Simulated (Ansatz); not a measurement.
Worked example: self-consistent single point of La2InCu2 (P4/mbm, 10 atoms in the cell) in Ansatz (a first-principles code).

Method: LDA (PW92), default PAW files made with PBE (plane waves; Ansatz).

```yaml
crystal:
  lattice:
    - [7.80800, 0.00000, 0.00000]
    - [0.00000, 7.80800, 0.00000]
    - [0.00000, 0.00000, 4.00100]
  atoms:
    - { symbol: In, position: [0.00000, 0.00000, 0.00000] }
    - { symbol: In, position: [0.50000, 0.50000, 0.00000] }
    - { symbol: Cu, position: [0.38273, 0.88273, 0.00000] }
    - { symbol: Cu, position: [0.11727, 0.38273, 0.00000] }
    - { symbol: Cu, position: [0.61727, 0.11727, 0.00000] }
    - { symbol: Cu, position: [0.88273, 0.61727, 0.00000] }
    - { symbol: La, position: [0.17838, 0.67838, 0.50000] }
    - { symbol: La, position: [0.32162, 0.17838, 0.50000] }
    - { symbol: La, position: [0.82162, 0.32162, 0.50000] }
    - { symbol: La, position: [0.67838, 0.82162, 0.50000] }
```

Reference input (self-consistent single point, DFT, LDA (PW92), plane waves, default PAW files made with PBE): kpoints.mp_grid.grid = 5 5 8; hamiltonian.xc = lda; hamiltonian.pseudopotentials = {kind: paw} (the program's default PAW files); scf.occupations.method = cold; scf.occupations.width = 0.05 eV. This run's input differs from it in these lines:

Ansatz 0.2 input:
```diff
@@ -18,3 +18,3 @@
 kpoints:
-  mp_grid: { grid: [5, 5, 8] }
+  mp_grid: { grid: [5, 5, 9], shift: [0.5, 0.5, 0.5] }
 hamiltonian:
```

Log, with long lists cut:

```
SCF iter   1: F=—  HF=-61444.638373 eV  |F-HF|=—  |Δ(HF+E_count)|=         —  Δρ=1.37e-2  dr2=2.56e-1  ethr=1.77e-3  ⟨swp⟩=8.0  Hψ=11621  notcnv=0  defer=2
all-band conjugate gradients solve this SCF's bands
preconditioner: auto → Kerker (q_TF=auto, 2.505 Å⁻¹)
SCF iter   2: F=—  HF=-61444.596511 eV  |F-HF|=—  |Δ(HF+E_count)|=   4.19e-2  S|Δr|=    0.00e0  Δρ=3.59e-3  dr2=2.93e-2  ethr=1.75e-4  ⟨swp⟩=3.3  Hψ=5566  notcnv=0  defer=260
   [... lines left out ...]
SCF iter   6: F=—  HF=-61444.584669 eV  |F-HF|=—  |Δ(HF+E_count)|=   6.17e-5  S|Δr|=    0.00e0  Δρ=4.97e-5  dr2=6.22e-6  ethr=1.46e-7  ⟨swp⟩=2.0  Hψ=3664  notcnv=0  defer=260
SCF iter   7: F=—  HF=-61444.584947 eV  |F-HF|=—  |Δ(HF+E_count)|=   2.78e-4  S|Δr|=    0.00e0  Δρ=1.88e-5  dr2=1.05e-6  ethr=4.26e-9  ⟨swp⟩=2.2  Hψ=4227  notcnv=0  defer=260
SCF iter   8: F=-61444.584947 eV  HF=-61444.584947 eV  |F-HF|=1.80e-8  |Δ(HF+E_count)|=   1.69e-7  S|Δr|=    0.00e0  Δρ=2.06e-6  dr2=1.20e-8  ethr=6.85e-11  ⟨swp⟩=16.4  Hψ=17140  notcnv=0
SCF 1 converged in 8 iterations: F = -61444.584947 eV  dr2 = 1.20e-8
Stability not checked (fill_not_monotonic)
Free energy (F): -61444.584947 eV
Internal energy: -61444.583563 eV  (E = F + TS)
E sigma→0 (E₀):  -61444.584486 eV
Entropy (-TS):   -0.001384 eV (-0.138 meV/atom)
Fermi energy:    11.816842 eV
--- Forces (eV/Å), atoms counted from 1 ---
  atom   1  In    -0.00000000    -0.00000000    -0.00000000
  atom   2  In     0.00000000    -0.00000000    -0.00000000
  atom   3  Cu     0.08817559     0.08817559     0.00000000
  atom   4  Cu    -0.08817559     0.08817559     0.00000000
   [... lines left out ...]
  atom  10  La    -0.01703572     0.01703572     0.00000000
--- Stress (GPa, compression-positive) ---
       -4.966087       0.000000       0.000000
        0.000000      -4.966087       0.000000
        0.000000       0.000000      -5.538809
  P = ⅓ Tr σ = -5.1570 GPa (-51.570 kbar)
  The stress holds the Pulay correction. Without it, at fixed plane waves, as pw.x and ABINIT print it: P = -5.1806 GPa
```

The run converged in 8 iterations. Against the reference run the free energy rises by 1.9 meV/atom, the pressure hardly changes (-5.15 to -5.16 GPa) and the largest force goes from 0.145 to 0.125 eV/Å.

The starting cell comes from a database of published, mostly measured structures (it also holds non-ambient and calculated ones), without a prior relaxation at this level. Spin polarisation is off. Ansatz's pressure includes its estimate of the finite-basis (Pulay) stress.

Cost on one core of a shared machine: roughly 50 s.
